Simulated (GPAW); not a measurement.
GPAW run on TaAu (P4/mmm, 2 atoms in the cell): self-consistent single point.

Computed with LDA (Perdew-Wang 92), GPAW PAW datasets LDA (gpaw-data 1.0.1) (plane waves; GPAW 25.7.0).

The change in words: lattice scaled by 0.98. Reference geometry:
```xyz
2
Lattice="2.9559 0.0000 0.0000 0.0000 2.9559 0.0000 0.0000 0.0000 4.1581" Properties=species:S:1:pos:R:3 pbc="T T T"
Ta     1.4779     1.4779     2.0790
Au     0.0000     0.0000     0.0000
```

Reference input (self-consistent single point, DFT LDA (Perdew-Wang 92), plane waves, GPAW PAW datasets LDA (gpaw-data 1.0.1)): mode = pw; ecut = 600 eV; xc = LDA; kpts = 9 9 7; mesh shift (steps) = 0 0 0; occupations.name = fermi-dirac; occupations.width = 0.1 eV; nbands = -8; convergence.forces = 0.001 eV/Å; symmetry.symmorphic = false; symmetry.tolerance = 0.0005; maxiter = 150. This run's input differs from it in these lines:

```diff
@@ -5,5 +5,5 @@
 atoms = Atoms(['Ta', 'Au'],
-              cell=[[2.955888, 0.000000, 0.000000],
-                    [0.000000, 2.955888, 0.000000],
-                    [0.000000, 0.000000, 4.158091]],
+              cell=[[2.896770, 0.000000, 0.000000],
+                    [0.000000, 2.896770, 0.000000],
+                    [0.000000, 0.000000, 4.074929]],
               scaled_positions=[[0.500000, 0.500000, 0.500000],
```

Log, with long lists cut:

```
     iter     time        total  log10-change:
                         energy   eigst   dens  force
iter:   1 --:--:--   -17.536827
iter:   2 --:--:--   -16.753934   -1.67  -1.17
iter:   3 --:--:--   -15.899162   -1.69  -1.24
iter:   4 --:--:--   -15.642460   -1.62  -1.39
iter:   5 --:--:--   -15.577986   -1.83  -1.62
iter:   6 --:--:--   -15.510532   -2.49  -1.94
iter:   7 --:--:--   -15.495729   -2.76  -2.23
iter:   8 --:--:--   -15.495024   -4.02  -2.53
iter:   9 --:--:--   -15.493882c  -4.17  -2.72
iter:  10 --:--:--   -15.493946c  -4.57  -2.85
iter:  11 --:--:--   -15.494020c  -5.30  -3.48
iter:  12 --:--:--   -15.494023c  -6.30  -3.60
iter:  13 --:--:--   -15.493995c  -5.97  -3.59
iter:  14 --:--:--   -15.493977c  -6.12  -3.50
iter:  15 --:--:--   -15.493996c  -6.77  -3.59
iter:  16 --:--:--   -15.494003c  -6.27  -3.54
iter:  17 --:--:--   -15.493982c  -6.15  -3.58
iter:  18 --:--:--   -15.493982c  -7.50c -3.66
iter:  19 --:--:--   -15.493989c  -6.62  -3.67
iter:  20 --:--:--   -15.493972c  -6.92  -3.85
iter:  21 --:--:--   -15.493964c  -6.58  -3.96
iter:  22 --:--:--   -15.493953c  -7.15  -4.23c
iter:  23 --:--:--   -15.493953c  -8.75c -4.86c
iter:  24 --:--:--   -15.493953c  -9.51c -4.93c -26.88c
Converged after 24 iterations.

Dipole moment: (0.000000, -0.000000, 0.000000) |e|*Ang

Energy contributions relative to reference atoms: (reference = -940235.892517)

Kinetic:        -11.942521
Potential:       +8.795167
External:        +0.000000
XC:             -12.274793
Entropy (-ST):   -0.045600
Local:           -0.049005
SIC:             +0.000000
--------------------------
Free energy:    -15.516753
Extrapolated:   -15.493953

Showing only first 2 kpts
 Kpt  Band  Eigenvalues  Occupancy
  0    10     10.01225    2.00000
  0    11     11.12922    1.99543
  0    12     13.22530    0.00000
  0    13     15.29882    0.00000

  1    10      9.88637    2.00000
  1    11     10.46133    1.99999
  1    12     12.80871    0.00004
  1    13     14.89446    0.00000

Fermi level: 11.73712

No gap
No difference between direct/indirect transitions
Energy (eV): -15.493953

Forces in eV/Ang:
  0 Ta    0.00000    0.00000    0.00000
  1 Au    0.00000    0.00000    0.00000

Stress tensor:
     0.031592     0.000000     0.000000
     0.000000     0.031592     0.000000
     0.000000     0.000000     0.024178
Stress (GPa, Voigt): [5.0616 5.0616 3.8738 0.     0.     0.    ]
```

The run converged in 24 iterations. GPAW prints stress with tension positive. Against the reference run the free energy goes down by 69.8 meV/atom and the pressure goes from -15.68 to -4.67 GPa.

The starting cell comes from a database of computed structures (which also holds hypothetical and non-ambient phases and stackings), without a prior relaxation at this level. Its lattice was rescaled by a random factor within 2.5 % of one. For this run, on top of that: lattice scaled by 0.98. Spin polarisation is off. With a pressure of about -5 GPa the cell is away from its equilibrium volume at this level.
